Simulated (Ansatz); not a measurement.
ZnS under load (space group I-4m2), r2SCAN with spin-orbit coupling, rigid bands (Ansatz, a program for electronic structure). Condition of this run: uniaxial stress zz = -1 GPa (compression positive) (the target of the relaxation). Band gap 2.64 eV, N_c = 2.21e18 cm⁻³ and N_v = 3.06e19 cm⁻³ at 300 K, conductivity masses along x (a = (0.00, 2.68, 2.74) Å; b = (2.68, 0.00, 2.74) Å; c = (2.68, 2.68, 0.00) Å) of 0.204 mₑ (electrons) and 0.751 mₑ (holes). Take k_BT = 0.02585 eV.

Problem. A film of it is 3 nm thick, with its normal along the direction named. Estimate the confinement energies in an infinite well.

Solution. ħ²π²/(2m t²) = 0.376 eV·nm²/(m/mₑ × t²) gives 205 meV for electrons and 55.6 meV for holes, so the gap would widen to about 2.90 eV. Finite barriers and nonparabolic bands lower this, and with several valleys or bands the heaviest mass along the normal sets the lowest level, not this average.

Problem. Find the intrinsic carrier density and the intrinsic Fermi level.

Solution. n_i = √(N_c N_v) exp(−E_g/2k_BT) = 8.22e18 × exp(−51.06) = 5.5e-4 cm⁻³. The level lies (k_BT/2) ln(N_v/N_c) = 34 meV from mid-gap (positive towards the conduction band). Each 0.1 eV added to the gap lowers n_i by a factor of 6.9.

Problem. What thermal injection velocity √(2k_BT/πm) limits a ballistic channel along the direction named?

Solution. 1.19e7 cm/s for electrons and 6.21e6 cm/s for holes, a ratio of √(m_h/m_e) = 1.92, for dilute carriers.

Rigid bands with the computed gap; masses take one relaxation time for all states.
